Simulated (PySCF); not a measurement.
PySCF 2.14.0, MP2 (frozen core)/cc-pvdz: C=C[C@@H](N)C=C=C[SiH3], 19 atoms. The geometry is a generated start, not checked to be a minimum at this level.

```json
{
  "task": "mp2",
  "basis": "cc-pvdz",
  "two_electron_scheme": "exact four-centre integrals",
  "frozen_core": "true",
  "mf.init_guess": "minao (default)",
  "mf.DIIS": "CDIIS (default)",
  "mf.diis_space": "8 (default)",
  "mf.conv_tol": "1e-09 (default)",
  "basis functions (reference run)": "171"
}
```

On 4 threads, 1 BLAS thread. Build: conda-forge: OpenMP (GNU), OpenBLAS with its own threads, libcint, Libxc. Single runs; times are not shown.

Values of mol.max_memory tried: 8000 MB, 4000 MB, 2000 MB, 1000 MB, 500 MB, 300 MB, 200 MB.

### Question
What happens as the memory setting falls?

### Answer
It runs down to 200 MB, the lowest tried, with the same result. At 8000 MB: SCF integrals in memory, transformation in memory. From 1000 MB down: direct SCF, transformation through a file.

```json
[
 {"mol.max_memory": "8000 MB", "path": "SCF integrals in memory, transformation in memory", "peak memory": "1.3 GiB"},
 {"mol.max_memory": "4000 MB", "path": "SCF integrals in memory, transformation in memory", "peak memory": "1.3 GiB"},
 {"mol.max_memory": "2000 MB", "path": "SCF integrals in memory, transformation in memory", "peak memory": "1.3 GiB"},
 {"mol.max_memory": "1000 MB", "path": "direct SCF, transformation through a file", "peak memory": "0.98 GiB"},
 {"mol.max_memory": "500 MB", "path": "direct SCF, transformation through a file", "peak memory": "0.98 GiB"},
 {"mol.max_memory": "300 MB", "path": "direct SCF, transformation through a file", "peak memory": "0.98 GiB"},
 {"mol.max_memory": "200 MB", "path": "direct SCF, transformation through a file", "peak memory": "0.98 GiB"}
]
```

Peak memory is the kernel's count for the largest process, libraries included and scratch files not. The peak passes the setting at 1000 MB, 500 MB, 300 MB, 200 MB: it is no hard cap. MP2's transformation through a file may take 2000 MB even at lower settings.
